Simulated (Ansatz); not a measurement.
GaP under load (space group F-43m), PBE with spin-orbit coupling, rigid bands in Ansatz (an electronic-structure program). Condition of this run: hydrostatic pressure of -4.2 GPa (compression positive) (the target of the relaxation). Band gap 1.40 eV, N_c = 1.19e18 cm⁻³ and N_v = 2.40e19 cm⁻³ at 300 K, conductivity masses of 0.124 mₑ (electrons) and 0.517 mₑ (holes). Take k_BT = 0.02585 eV.

**Question.** What thermal injection velocity √(2k_BT/πm) limits a ballistic channel?

**Answer.** 1.53e7 cm/s for electrons and 7.48e6 cm/s for holes, a ratio of √(m_h/m_e) = 2.04, for dilute carriers.

**Question.** Find the intrinsic carrier density and the intrinsic Fermi level.

**Answer.** n_i = √(N_c N_v) exp(−E_g/2k_BT) = 5.34e18 × exp(−27.08) = 9.3e6 cm⁻³. The level lies (k_BT/2) ln(N_v/N_c) = 39 meV from mid-gap (positive towards the conduction band). Each 0.1 eV added to the gap lowers n_i by a factor of 6.9.

Rigid bands with the computed gap; masses take one relaxation time for all states. Geometry: cell and atoms relaxed with PBEsol.
